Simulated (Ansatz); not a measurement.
The reference is SnTe in the rock salt structure (space group Fm-3m, No. 225; a = 6.3712 Å). Axes: x, y, z lie along the cube axes.

All numbers come from r2SCAN in Ansatz (plane waves to 500 eV, PAW, scalar-relativistic without spin-orbit coupling), earlier PAW set.

A first run, uniaxial strain ε_yy = −0.85 %, gives secant values C11 ≈ 130 GPa and C12 ≈ 2.7 GPa from its stress. A second run applies isotropic strain +1.72 %.

**Question.** What does linear elasticity predict for the bulk modulus −ΔP/(ΔV/V₀) in the second run, and what does the run give?

**Answer.** Linear elasticity: (C11 + 2 C12)/3 = 45 GPa. The run gives 38 GPa; any difference comes from nonlinear terms at these strains and numerical noise.

No phonon test of stability was made.

Ansatz is a program for electronic structure.
